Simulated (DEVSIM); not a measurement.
Structure: Schottky contact on n-type GaAs, at 300 K.

```
layer (left to right)  material  thickness (μm)  Nd (cm⁻³)  τn (s)  τp (s)
---------------------  --------  --------------  ---------  ------  ------
1                          GaAs            2.20       4e16    2e-8    2e-8
```

Left contact: Schottky, work function 4.91 eV, emission velocity 1.8e6 cm/s. Right contact: ohmic. Voltage is applied to the left contact. Recombination: SRH at mid-gap, radiative, Auger. Mobility is constant in doping.

This is a model device: material constants are rounded textbook-type values typed into the input, and sizes, dopings and lifetimes were drawn at random. Values at 300 K.

| parameter | GaAs |
|---|---|
| gap (eV) | 1.424 |
| affinity (eV) | 4.07 |
| permittivity | 12.9 |
| Nc (cm⁻³) | 4.7e17 |
| Nv (cm⁻³) | 9e18 |
| μn (cm²/Vs) | 8500 |
| μp (cm²/Vs) | 400 |
| B (cm³/s) | 2e-10 |
| Cn (cm⁶/s) | 1e-30 |
| Cp (cm⁶/s) | 1e-30 |

DEVSIM, 1D drift-diffusion, Boltzmann statistics, complete ionisation; no tunnelling, impact ionisation, image-force lowering or self-heating. Metal contacts follow the ideal Schottky-Mott rule: no Fermi-level pinning, no interface dipoles.

Problem. Tabulate band edges, carrier densities and field at zero bias.

Solution. Energies count from the Fermi level of the right contact; mesh points crowd at the junctions.

```tsv
x (μm)	Ec (eV)	Ev (eV)	n (cm⁻³)	p (cm⁻³)	field (V/cm)
0.000	0.840	-0.584	3600	1.4e9	-91000
0.009238	0.758	-0.666	88000	5.7e7	-87000
0.02385	0.637	-0.787	9300000	540000	-78000
0.04205	0.504	-0.920	1.6e9	3100	-68000
0.07877	0.291	-1.133	6.0e12	< 1e2	-48000
0.1234	0.134	-1.290	2.6e15	< 1e2	-23000
0.1791	0.072	-1.352	2.9e16	< 1e2	-3500
0.2913	0.064	-1.360	4.0e16	< 1e2	-22
0.4102	0.064	-1.360	4.0e16	< 1e2	≈ 0
0.5981	0.064	-1.360	4.0e16	< 1e2	≈ 0
0.8323	0.064	-1.360	4.0e16	< 1e2	≈ 0
1.266	0.064	-1.360	4.0e16	< 1e2	≈ 0
1.555	0.064	-1.360	4.0e16	< 1e2	≈ 0
1.738	0.064	-1.360	4.0e16	< 1e2	≈ 0
1.911	0.064	-1.360	4.0e16	< 1e2	≈ 0
1.997	0.064	-1.360	4.0e16	< 1e2	≈ 0
2.066	0.064	-1.360	4.0e16	< 1e2	≈ 0
2.109	0.064	-1.360	4.0e16	< 1e2	≈ 0
2.150	0.064	-1.360	4.0e16	< 1e2	≈ 0
2.172	0.064	-1.360	4.0e16	< 1e2	≈ 0
2.187	0.064	-1.360	4.0e16	< 1e2	≈ 0
2.200	0.064	-1.360	4.0e16	< 1e2	≈ 0
```
